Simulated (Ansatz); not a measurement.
Consider interstitial O in corundum, charge state -2. The step: a concerted move, in which O travels most; the atom moves 1.10 Å along (0.21, 0.23, 0.02) of the unit cell; the moving atom starts with neighbours 2 Al at 1.88, Al at 1.92, Al at 1.96; O at 2.18, O at 2.21, O at 2.30 Å and ends with 2 Al at 1.88, Al at 1.92, Al at 1.96; O at 2.18, O at 2.21, O at 2.30 Å. A PBE band in Ansatz (plane-wave PAW, the Γ point alone, 270 host sites, 37 SCF runs with any check of the saddle's order, static, no finite-size correction) gives a forward barrier of 0.50 eV. The saddle point's order was not checked. The charge state is imposed; whether it is stable for some Fermi level was not computed. Sites that were not tried may lie lower.

Single points at the band's start and saddle point can refine it. Rough cost of one point, in units of the band's mean SCF on the same machine:

```
Level                                                     Cost of one point
--------------------------------------------------------  -----------------
PBE, a 2×2×2 k-point mesh shifted by half a step along c            about 9
r2SCAN at 500 eV, the Γ point alone                                 about 2
HSE06, Γ point alone                                               about 20
```

Q: Which of these move the barrier by more than 0.1 eV, and how far does each move it?

A: Not one does. PBE, a 2×2×2 k-point mesh shifted by half a step along c: 0.00 eV; r2SCAN at 500 eV, the Γ point alone: +0.02 eV; HSE06, Γ point alone: +0.01 eV. Each functional is compared with PBE at the same k-points.

Ansatz is a first-principles code.
